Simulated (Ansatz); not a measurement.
The parent structure is W$_{2}$N in the anti-CdI2 type structure (space group P-3m1, No. 164; a = 2.8244 Å, c = 5.3656 Å; a hypothetical phase, not in the database extracts checked; relaxed with 0.1 eV smearing). Axes: x lies along a and z along c of the hexagonal cell.

Level of theory: PBE/PAW in Ansatz (a program for electronic structure), spin-orbit coupling left out.

One thing is altered: uniaxial strain ε_zz = +1.77 %, all other strain components held at zero; the atoms relax in the strained cell.

Question: Predict the stress tensor and what it implies for the stiffness.

Answer: Stress of the strained cell less that of the base (GPa, compression positive):
```
   -4.0     0.0     0.0
    0.0    -4.0     0.0
    0.0     0.0    -7.9
```

Then −Δσ_ii/ε with ε = 0.0177 gives secant stiffness values (nonlinear terms included at this strain): C33 ≈ 448 GPa, C13 ≈ 228 GPa and C23 ≈ 228 GPa.

As a check, the harmonic strain energy −½ V₀ Δσ:ε is 5.4 meV/atom; the computed energy rise is 5.4 meV/atom.

Stability against distortions was not tested. All final runs are without spin polarisation.
